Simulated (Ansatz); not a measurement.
## Thickness series in CuI

Take CuI (space group P-3m1, No. 164; a cell from a computed database, its experimental status unchecked; layered, stacked along the Cartesian z axis) as the base.

```
CuI
1.0
    4.09489     0.00000     0.00000
   -2.04744     3.54628     0.00000
    0.00000     0.00000     7.21200
Cu I
2 2
Direct
  0.66667   0.33333   0.59259
  0.33333   0.66667   0.40741
  0.33333   0.66667   0.76439
  0.66667   0.33333   0.23561
```

Free-standing slabs (4 atom(s) a layer) normal to the stacking axis with 15 Å of vacuum; in-plane cell relaxed.

Levels (all Ansatz, a program for electronic structure, PAW): r2SCAN+rVV10 (500 eV, without spin-orbit coupling); HSE06 (420 eV, no spin-orbit coupling).

Band gaps by level, all at the geometries relaxed with r2SCAN+rVV10:

```tsv
case	r2SCAN+rVV10	HSE06
base	2.09 eV	2.95 eV
1 layer	2.58 eV	3.38 eV
2 layers	2.34 eV	3.18 eV
```

Single points use the geometry relaxed with r2SCAN+rVV10. Spin-orbit coupling, missing from the scalar runs, can matter with I. No phonon test of stability was made. The final runs are not spin-polarised. This is not the structure that CuI has at room temperature and ambient pressure.
